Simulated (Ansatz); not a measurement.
An Ansatz (a program for electronic structure) run: CsPbBr3; Ansatz PBE, no spin-orbit coupling.

Input:

Ansatz 0.2 input:
```yaml
crystal:
  lattice:
    - [6.0027803306, 0, 0]
    - [0, 6.0027803306, 0]
    - [0, 0, 6.0027803306]
  atoms:
    - { symbol: Cs, position: [0, 0, 0] }
    - { symbol: Pb, position: [0.5, 0.5, 0.5] }
    - { symbol: Br, position: [0, 0.5, 0.5] }
    - { symbol: Br, position: [0.5, 0.5, 0] }
    - { symbol: Br, position: [0.5, 0, 0.5] }
basis: { ecutwfc: 420, ecutrho_ratio: 4, xc_grid: 2, fft_grid_basis: typed }
kpoints: { mp_grid: { grid: [6, 6, 6] } }
hamiltonian:
  xc: pbe
  dispersion: none
  pseudopotentials: { kind: paw }
scf: { occupations: { method: fermi_dirac, width: 0.05 }, convergence: { dr2_threshold: 0.0000000005 } }
output: { forces: true, stress: true }
```

Output (explanatory and most iteration lines left out):

```
Pseudopotential: Cs, paw, valence charge 9
Pseudopotential: Pb, paw, valence charge 14
Pseudopotential: Br, paw, valence charge 7
Crystal: 5 atoms, lattice volume = 216.300 Å³
Basis set: ecut = 420 eV, 4169 PW (Γ), exchange–correlation on 90×90×90 points (8 copies of the dense FFT grid, shifted against one another)
Bands: 27, of which v1, the nominal top of the filled ones, is band 22 counted from 1 (21 counted from 0)
Symmetry: 48 space group operations
Space group: Pm-3m (ITA 221), of the structure as read, at distance tolerance 6.0e-5 Å
k-points: 20 of 216
Functional: x = pbe(κ = 0.804, μ = 0.2195149727645171), c = pbe(β = 0.06672455060314922)
SCF iter   1: F=—  HF=-25933.276003 eV  |F-HF|=—  |Δ(HF+E_count)|=         —  Δρ=4.95e-4  dr2=5.08e-4  ethr=1.77e-3  ⟨swp⟩=7.5  Hψ=2843  notcnv=0
SCF iter   2: F=—  HF=-25933.275765 eV  |F-HF|=—  |Δ(HF+E_count)|=   2.38e-4  Δρ=1.85e-4  dr2=9.01e-5  ethr=1.15e-6  ⟨swp⟩=3.4  Hψ=1586  notcnv=0  defer=1
SCF 1 converged in 7 iterations: F = -25933.275893 eV  dr2 = 1.08e-10
SCF converged after 7 iterations
Free energy (F): -25933.275893 eV
Internal energy: -25933.275893 eV  (E = F + TS)
E sigma→0 (E₀):  -25933.275893 eV
Fermi energy:    3.780366 eV
--- Forces (eV/Å), atoms counted from 1 ---
  atom   1  Cs    -0.00000000    -0.00000000    -0.00000000
  atom   2  Pb     0.00000000     0.00000000     0.00000000
  atom   3  Br    -0.00000000    -0.00000000    -0.00000000
  atom   4  Br    -0.00000000    -0.00000000    -0.00000000
  atom   5  Br    -0.00000000    -0.00000000     0.00000000
--- Stress (GPa, compression-positive) ---
        0.000298      -0.000000       0.000000
       -0.000000       0.000298       0.000000
        0.000000       0.000000       0.000298
  P = ⅓ Tr σ = 0.0003 GPa (0.003 kbar)
```

Spin-orbit coupling, missing from the scalar runs, can matter with Pb. No phonon test of stability was made. The cell is CsPbBr$_{3}$ in the cubic perovskite structure (space group Pm-3m, No. 221). Many cubic perovskites are stable only at high temperature; tilts and polar distortions were not tested. This is not the structure that CsPbBr3 has at room temperature and ambient pressure.
